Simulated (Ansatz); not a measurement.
Band structure of Re (P6_3/mmc, 4 atoms in the cell).

```
CELL_PARAMETERS angstrom
      2.76833     0.00000     0.00000
     -1.38416     2.39744     0.00000
      0.00000     0.00000     8.94511
ATOMIC_POSITIONS crystal
  Re 0.00000 0.00000 0.00000
  Re 0.00000 0.00000 0.50000
  Re 0.33333 0.66667 0.25000
  Re 0.66667 0.33333 0.75000
```

Computed with PBE, PAW files (plane waves; Ansatz, an electronic-structure program).

Settings: basis.ecutwfc = 420 eV; kpoints.mp_grid.grid = 11 11 3; hamiltonian.xc = pbe; hamiltonian.pseudopotentials = {kind: paw} (the program's default PAW files); scf.occupations.method = fermi_dirac; scf.occupations.width = 0.05 eV; kpoints.band_path.npoints = 8.

The starting cell comes from a database of computed structures (which also holds hypothetical and non-ambient phases and stackings), without a prior relaxation at this level. Its lattice was rescaled by a random factor within 2.5 % of one. Spin-orbit coupling is off. Spin polarisation is off.

Levels in eV from the Fermi level, bands 27 to 34:
```json
[
 {"point": "Γ", "27": "-1.61", "28": "-1.20", "29": "-1.20", "30": "-1.09", "31": "-1.09", "32": "0.49", "33": "0.65", "34": "0.65"},
 {"point": "M", "27": "-0.80", "28": "0.32", "29": "0.33", "30": "1.13", "31": "2.08", "32": "3.90", "33": "3.92", "34": "4.03"},
 {"point": "K", "27": "-2.19", "28": "-2.17", "29": "-0.06", "30": "-0.06", "31": "1.63", "32": "1.63", "33": "2.95", "34": "3.10"},
 {"point": "A", "27": "-1.42", "28": "-1.42", "29": "-1.42", "30": "-1.42", "31": "-1.11", "32": "-1.11", "33": "1.18", "34": "1.18"},
 {"point": "L", "27": "-0.66", "28": "-0.66", "29": "0.28", "30": "0.28", "31": "2.70", "32": "2.70", "33": "3.97", "34": "3.97"},
 {"point": "H", "27": "-2.19", "28": "-2.19", "29": "-0.02", "30": "-0.02", "31": "1.07", "32": "1.07", "33": "3.19", "34": "3.19"}
]
```

Bands cross the Fermi level along this path, so the cell is metallic at this level.

Keys are those of Ansatz 0.2.
